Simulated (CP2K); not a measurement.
Input and output of a self-consistent single point for a sheet of PtSe2 (3 atoms in the cell) (CP2K).

Level of theory: LDA (Pade form), GPW, DZVP-MOLOPT-SR-GTH basis, GTH-PADE potentials (GTH_POTENTIALS) run with CP2K.

```yaml
crystal:
  lattice:
    - [3.60789, 0.00000, 0.00000]
    - [-1.80394, 3.12452, 0.00000]
    - [0.00000, 0.00000, 16.98204]
  atoms:
    - { symbol: Pt, position: [0.00000, 0.00000, 0.50000] }
    - { symbol: Se, position: [0.33333, 0.66667, 0.58780] }
    - { symbol: Se, position: [0.66667, 0.33333, 0.41220] }
```

Reference input (self-consistent single point, DFT PBE, GPW, DZVP-MOLOPT-SR-GTH basis, GTH-PBE potentials (GTH_POTENTIALS)): CUTOFF = 500 Ry; REL_CUTOFF = 40 Ry; SMEAR/METHOD = GAUSSIAN; SIGMA = 0.1 eV; KPOINTS/SCHEME = MONKHORST-PACK 7 7 1; XC_FUNCTIONAL = PBE; Pt/BASIS_SET = DZVP-MOLOPT-SR-GTH-q18; Pt/POTENTIAL = GTH-PBE-q18; Se/BASIS_SET = DZVP-MOLOPT-SR-GTH-q6; Se/POTENTIAL = GTH-PBE-q6; METHOD = GPW; EPS_DEFAULT = 1e-10. This run's input differs from it in these lines:

```diff
@@ -43,3 +43,3 @@
     &XC
-      &XC_FUNCTIONAL PBE
+      &XC_FUNCTIONAL PADE
       &END XC_FUNCTIONAL
@@ -75,3 +75,3 @@
       BASIS_SET DZVP-MOLOPT-SR-GTH-q18
-      POTENTIAL GTH-PBE-q18
+      POTENTIAL GTH-PADE-q18
     &END KIND
@@ -79,3 +79,3 @@
       BASIS_SET DZVP-MOLOPT-SR-GTH-q6
-      POTENTIAL GTH-PBE-q6
+      POTENTIAL GTH-PADE-q6
     &END KIND
```

The program printed (abridged):

```
 SCF WAVEFUNCTION OPTIMIZATION

  Step     Update method      Time    Convergence         Total energy    Change
     1 NoMix/Diag. 0.30E+00      -     0.63197550      -139.9363848281 -1.40E+02
     2 Broy./Diag. 0.30E+00      -     0.10480199      -141.6679073247 -1.73E+00
     3 Broy./Diag. 0.30E+00      -     0.10155809      -140.5746119810  1.09E+00
     4 Broy./Diag. 0.30E+00      -     0.00529111      -139.7097691924  8.65E-01
     5 Broy./Diag. 0.30E+00      -     0.00600139      -139.7414203669 -3.17E-02
     6 Broy./Diag. 0.30E+00      -     0.00129988      -139.7590429938 -1.76E-02
   [... 14 lines left out ...]
    21 Broy./Diag. 0.30E+00      -     0.00000086      -139.7324990010  3.31E-06
    22 Broy./Diag. 0.30E+00      -     0.00000024      -139.7325040275 -5.03E-06
    23 Broy./Diag. 0.30E+00      -     0.00000048      -139.7325067467 -2.72E-06
    24 Broy./Diag. 0.30E+00      -     0.00000007      -139.7325044828  2.26E-06
  *** SCF run converged in    24 steps ***

  Overlap energy of the core charge distribution:               0.00000000163270
  Self energy of the core charge distribution:               -222.62257214343231
  Core Hamiltonian energy:                                     49.52608008541512
  Hartree energy:                                              49.02894314419418
  Exchange-correlation energy:                                -15.66495557056810
  Smearing free energy correction:                             -0.00000000000013
  Fermi energy:                                                -0.02937221692357

  Total energy:                                              -139.73250448275851
  Total energy (extrapolated to sigma->0):                   -139.73250448275846

   [... lines left out ...]

 STRESS| Analytical stress tensor [bar]
 STRESS|                        x                   y                   z
 STRESS|      x       -2.31963219499E+04   8.65894799561E+00   6.81954946446E-01
 STRESS|      y        8.65894799561E+00  -2.31863505978E+04  -4.02987563372E-01
 STRESS|      z        6.81954946446E-01  -4.02987563372E-01  -4.54047564356E+04
 STRESS| 1/3 Trace                                            -3.05958096611E+04
```

The run converged in 24 iterations. Against the reference run the largest force goes from 1.001 to 1.818 eV/Å and the gap on the mesh goes from 0.984 to 0.934 eV.

The starting cell was generated: these elements placed on a structure prototype, without a prior relaxation; it need not be a known phase or ordering of this composition. Its lattice was rescaled in the plane by a random factor within 2.5 % of one. Spin-orbit coupling is off. Values carry the incompleteness of an atom-centred basis. Forces in this geometry exceed 1 eV/Å.

Cost on one core of a shared machine: roughly 30 s.
